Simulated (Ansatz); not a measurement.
Take Ta in the bcc (W type) structure (space group Im-3m, No. 229; a = 3.305 Å) as the base.

Calculations: Ansatz (a program for electronic structure) r2SCAN, no spin-orbit coupling.

For the base:

The volume per atom comes out as 18.05 Å³.

The change: a negative pressure, −2 GPa.

Task: What does the calculation give for the volume per atom after the change?

Result: The volume per atom increases by 0.18 Å³ to 18.23 Å³.

Load acts through the strain it causes; cell and atoms are relaxed under it. No phonon test of stability was made. All final runs are without spin polarisation.
